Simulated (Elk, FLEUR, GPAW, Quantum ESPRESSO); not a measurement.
**Code comparison for CeO2 (Fm-3m, 3 atoms in the cell)**

Self-consistent single point.

```
CeO2
1.0
   -2.70940     0.00000     2.70940
    0.00000     2.70940     2.70940
   -2.70940     2.70940     0.00000
Ce O
1 2
Direct
  0.00000   0.00000   0.00000
  0.25000   0.25000   0.25000
  0.75000   0.75000   0.75000
```

Shared settings, as Quantum ESPRESSO writes them: occupations = smearing; smearing = fd; degauss = 0.0036749 Ry; K_POINTS = automatic 5 5 5 0 0 0. Potentials and cutoffs stand in the table.

```json
[
 {"code": "Quantum ESPRESSO", "model": "PBE, SSSP 1.1.2 efficiency (PBE) pseudopotentials", "gap on the mesh (eV)": "2.095", "cutoff": "55 Ry"},
 {"code": "Elk", "model": "PBE, all-electron FP-LAPW, Elk's shipped species files, APW+lo basis with extra local orbitals", "gap on the mesh (eV)": "2.165", "cutoff": "rgkmax 7.5"},
 {"code": "FLEUR", "model": "PBE, all-electron FLAPW (FLEUR), scalar-relativistic valence", "gap on the mesh (eV)": "2.167", "cutoff": "Kmax 4 1/bohr"},
 {"code": "GPAW", "model": "PBE, GPAW PAW datasets PBE (gpaw-data 1.0.1)", "gap on the mesh (eV)": "2.063", "cutoff": "950 eV"}
]
```

Gaps are read on the mesh. Another mesh or the band path gives a smaller gap, so these values are not converged in the mesh.

On Quantum ESPRESSO's run: spin-orbit coupling is off. The f electrons are in the valence without U or exact exchange, which can misplace them near the Fermi level. Spin-orbit terms, which matter for f shells, are left out.

The spread over the programs that give each value: gap on the mesh within 0.104 eV.

Elk and FLEUR treat all electrons, but the usual bases taken here (sphere radii, linearisation, local orbitals, empty states) were not tested for convergence, so the values are no reference for the others. 

On the base mesh (6 6 6 0 0 0) the same programs gave: Quantum ESPRESSO pressure 5.15 GPa, gap on the mesh 2.055 eV; GPAW gap on the mesh 2.048 eV; Elk gap on the mesh 2.124 eV; FLEUR gap on the mesh 2.108 eV.

The starting cell comes from a database of computed structures (which also holds hypothetical and non-ambient phases and stackings), without a prior relaxation at this level. Its lattice was rescaled by a random factor within 2.5 % of one.

Left out of this page: Ansatz (with a known weakness of the program).
